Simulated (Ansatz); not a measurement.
N vacancy in wurtzite AlN (start: the N site; 96-site cell, 2×2×2 shifted sampling), charge +2. Calculation: PBE, PAW (plane waves to 420 eV; Ansatz, an electronic-structure program).

```
Property                                              Result
--------------------------------------------  --------------
total energy of the defect cell               -43992.4048 eV
total energy of the perfect cell              -44364.1997 eV
μ(N) in N2 molecule in a box, atoms added −1    -384.0131 eV
Δμ(N), N-rich                                       0.000 eV
valence-band maximum on the cell's zero             6.942 eV
image correction with alignment                     0.668 eV
Fermi level above the maximum                        3.50 eV
```

Work out the formation energy.

E_f = E(defect) − E(perfect) − Σ n μ + q (E_VBM + E_F) + E_corr = 371.795 − (384.013) + (20.885) + (0.668) = 9.33 eV.
